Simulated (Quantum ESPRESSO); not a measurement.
Input and output of a self-consistent single point for Sn₃Bi (I4/mmm, 4 atoms in the cell) (Quantum ESPRESSO).

Method of the run: PBEsol-D3(BJ), SSSP 1.1.2 efficiency (PBE) pseudopotentials (plane waves; Quantum ESPRESSO).

```
Sn3Bi
1.0
   -2.35125     2.35125     5.28308
    2.35125    -2.35125     5.28308
    2.35125     2.35125    -5.28308
Sn Bi
3 1
Cartesian
  0.00000   0.00000   5.28308
  2.35125   0.00000   2.64154
  0.00000   2.35125   2.64154
  0.00000   0.00000   0.00000
```

Reference input (self-consistent single point, DFT, PBEsol, plane waves, SSSP 1.1.2 efficiency (PBE) pseudopotentials): ecutwfc = 40 Ry; ecutrho = 320 Ry; occupations = smearing; smearing = cold; degauss = 0.0073499 Ry; input_dft = pbesol; potentials = {Sn: Sn_pbe_v1.uspp.F.UPF, Bi: Bi_pbe_v1.uspp.F.UPF}; K_POINTS = automatic 7 7 7 0 0 0; conv_thr = 1e-11 Ry. This run's input differs from it in these lines:

```diff
@@ -18,2 +18,5 @@
   input_dft = 'pbesol'
+  vdw_corr = 'grimme-d3'
+  dftd3_version = 4
+  dftd3_threebody = .false.
 /
```

Output, abridged:

```
     Self-consistent Calculation

     iteration #  1     ecut=    40.00 Ry     beta= 0.70

---- Real-time Memory Report at c_bands before calling an iterative solver
           305 MiB given to the printing process from OS
           139 MiB allocation reported by mallinfo(arena+hblkhd)
------------------

     negative rho (up, down):  4.024E-02 0.000E+00

     total energy              =    -672.09828879 Ry
     estimated scf accuracy    <       3.89585986 Ry

     iteration #  2     ecut=    40.00 Ry     beta= 0.70

---- Real-time Memory Report at c_bands before calling an iterative solver
   [... lines left out ...]
           396 MiB given to the printing process from OS
           174 MiB allocation reported by mallinfo(arena+hblkhd)
------------------

     negative rho (up, down):  4.286E-02 0.000E+00

     total energy              =    -673.40186074 Ry
     estimated scf accuracy    <          1.1E-11 Ry

     iteration # 11     ecut=    40.00 Ry     beta= 0.70

---- Real-time Memory Report at c_bands before calling an iterative solver
           396 MiB given to the printing process from OS
           174 MiB allocation reported by mallinfo(arena+hblkhd)
------------------

     negative rho (up, down):  4.286E-02 0.000E+00
     End of self-consistent calculation

     the Fermi energy is    10.4859 ev

!    total energy              =    -673.40186074 Ry
     estimated scf accuracy    <          3.0E-12 Ry
     smearing contrib. (-TS)   =       0.00017100 Ry
     internal energy E=F+TS    =    -673.40203174 Ry

     DFT-D3 Dispersion         =      -0.11955302 Ry

     convergence has been achieved in  11 iterations

     negative rho (up, down):  4.286E-02 0.000E+00

     Forces acting on atoms (cartesian axes, Ry/au):

     atom    1 type  1   force =     0.00000000    0.00000000    0.00000000
   [... zero for the other atoms too ...]

     Total force =     0.000000     Total SCF correction =     0.000000

     DFT-D3 dispersion Force =     0.000000

     negative rho (up, down):  4.286E-02 0.000E+00
          total   stress  (Ry/bohr**3)                   (kbar)     P=      -51.28
  -0.00033896  -0.00000000  -0.00000000          -49.86       -0.00       -0.00
  -0.00000000  -0.00033896  -0.00000000           -0.00      -49.86       -0.00
  -0.00000000  -0.00000000  -0.00036790           -0.00       -0.00      -54.12

   JOB DONE.
```

The run converged in 11 iterations. Against the reference run the pressure goes from -2.79 to -5.13 GPa.

The starting cell comes from a database of computed structures (which also holds hypothetical and non-ambient phases and stackings), without a prior relaxation at this level. With a pressure of about -5 GPa the cell is away from its equilibrium volume at this level.

Cost on one core of a shared machine: roughly 3 min.
